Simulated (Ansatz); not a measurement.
## W₃Si₂ (P4/mbm, No. 127, 10 atoms in the cell; start mp-1079377)

Computed with PBE-D4 (PAW; Ansatz, an electronic-structure program).

Settings: plane-wave cutoff 500 eV, 6×6×12 k mesh (along the axes of the cell as run), Fermi–Dirac smearing 0.05 eV, no spin polarisation, scalar-relativistic PAW data made under PBE.

Cell (relaxed at this level):

```cif
data_Si4W6
_chemical_formula_sum 'Si4 W6'
_space_group_name_H-M_alt 'P 1'
_space_group_IT_number 1
_cell_length_a 6.57310
_cell_length_b 6.57310
_cell_length_c 3.28514
_cell_angle_alpha 90.000
_cell_angle_beta 90.000
_cell_angle_gamma 90.000
loop_
_space_group_symop_operation_xyz
  'x, y, z'
loop_
_atom_site_label
_atom_site_type_symbol
_atom_site_fract_x
_atom_site_fract_y
_atom_site_fract_z
_atom_site_occupancy
Si1 Si 0.13356 0.63356 0.00000 1
Si2 Si 0.86644 0.36644 0.00000 1
Si3 Si 0.36644 0.13356 0.00000 1
Si4 Si 0.63356 0.86644 0.00000 1
W1 W 0.50000 0.50000 0.00000 1
W2 W 0.00000 0.00000 0.00000 1
W3 W 0.66065 0.16065 0.50000 1
W4 W 0.33935 0.83935 0.50000 1
W5 W 0.83935 0.66065 0.50000 1
W6 W 0.16065 0.33935 0.50000 1
```

```json
{
  "band_gap": "zero (no gap)"
}
```

Note: the relaxation could not lower the start's symmetry, so the cell can be a saddle point above a distorted one.

Spin–orbit coupling is not included.

Computed values are for the static lattice.

The result took very roughly 3 core-minutes.

A start named mp-… is a Materials Project structure, which need not be a measured phase.
